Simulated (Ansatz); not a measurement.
## hypothetical P6_3/mmc HgI2 with two functionals, electrons 3.0×10^21 cm⁻³

Start from HgI2 (space group P6_3/mmc, No. 194; a = 4.166 Å, c = 14.183 Å; a hypothetical phase, not in the database extracts checked).

(Cell as relaxed with PBE-D3(BJ).)

Levels (all Ansatz, an electronic-structure program, PAW, earlier PAW set): PBE-D3(BJ) (420 eV, spin-orbit coupling left out); r2SCAN+rVV10 (500 eV, no spin-orbit coupling).

Each level relaxes its own structure.

| base | PBE-D3(BJ) | r2SCAN+rVV10 |
|---|---|---|
| volume per atom | 35.53 Å³ | 35.86 Å³ |
| lattice parameter a | 4.166 Å | 4.155 Å |
| band gap | 0.34 eV | 0.66 eV |

Perturbation: electrons 3.0×10^21 cm⁻³, on a uniform background at fixed cell.

```json
[
 {"quantity": "gap between the host's bands", "PBE-D3(BJ)": "0.13 eV", "r2SCAN+rVV10": "[?]"},
 {"quantity": "Fermi level relative to the doped band's edge (positive inside the band; to 0.05 eV)", "PBE-D3(BJ)": "+0.70 eV", "r2SCAN+rVV10": "[?]"},
 {"quantity": "shift of the gap caused by the change", "PBE-D3(BJ)": "-0.21 eV", "r2SCAN+rVV10": "[?]"}
]
```

Q: Predict the r2SCAN+rVV10 column.

A: 
- gap between the host's bands, r2SCAN+rVV10: 0.46 eV
- Fermi level relative to the doped band's edge (positive inside the band; to 0.05 eV), r2SCAN+rVV10: +0.70 eV
- shift of the gap caused by the change, r2SCAN+rVV10: -0.20 eV

PBE-D3(BJ)'s gap between the host's bands lies 0.33 eV below r2SCAN+rVV10's; the two agree on the Fermi level from band edge. Neither level is exact; r2SCAN+rVV10 is the comparison here, not a measurement.

Carriers are added with a uniform compensating background; total energy and stress of such cells depend on the potential's zero and are not compared; many-body gap narrowing is missing at this level. Spin-orbit coupling, missing from the scalar runs, can matter with Hg and I. No phonon test of stability was made.
